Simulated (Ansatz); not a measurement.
The starting structures come from a database of crystals and need not be the phases stable at ambient conditions.

 Where the default PAW files enter, the runs use the earlier of Ansatz's two default sets.

By PBEsol, the system below comes out a metal.

Input:

```
Au
1.0
    2.87048     0.00000     0.00000
   -0.95683     2.70631     0.00000
    0.95683     1.35316     2.34373
Au
1
Direct
  0.00000   0.00000   0.00000
```

Space group of this cell: Im-3m, bcc (W type). The cell is taken as given; by PBEsol its mean pressure is -9.4 GPa.

The current flows along the normal of the first two printed cell vectors, the (110) plane of the conventional cell. No spin-orbit coupling; the value is a mean over 0.1 eV about the Fermi level.

Q: Give the ballistic conductance per area that PBEsol (Ansatz, a program for electronic structure) yields.

A: 0.84 × 10¹⁵ S/m² for both spins.
